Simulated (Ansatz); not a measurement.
An Ansatz (a quantum-chemistry and plane-wave program) input (PBEsol (Ansatz, PAW, scalar-relativistic without spin-orbit coupling)):

Ansatz 0.2 input:
```yaml
crystal:
  lattice:
    - [3.0045454812, 0, 0]
    - [1.5022727406, 2.6020127135, 0]
    - [1.5022727406, -0.8673375712, 2.4229101736]
  atoms:
    - { symbol: Mg, position: [0, 0, 0] }
    - { symbol: O, position: [0, 0.5, 0.5] }
basis: { ecutwfc: 420, ecutrho_ratio: 4, xc_grid: 2, fft_grid_basis: typed }
kpoints: { mp_grid: { grid: [13, 13, 13] } }
hamiltonian:
  xc: pbesol
  dispersion: none
  pseudopotentials: { kind: paw }
scf: { occupations: { method: fermi_dirac, width: 0.05 } }
relax: { f_tol: 0.005, max_steps: 50, cell: { stress_tol: 0.01, fix: [a, b, gamma] } }
output: { forces: true, stress: true }
checkpoint: { write: state.ck, write_every: 1000 }
```

Which symmetry and how many k-points will the program report, and about how many plane waves at Γ?

Space group R-3m (ITA 166) with 12 operations, k-points 231 of 2197, and 339 plane waves at Γ.

And the final pressure?

-2.08 GPa (compression positive).

The cells carry an imposed strain or load. No phonon test of stability was made. The cell was made from MgO in the rock salt structure (space group Fm-3m, No. 225) by this change: biaxial strain +0.83 %, plane normal [111], relaxed out of plane.
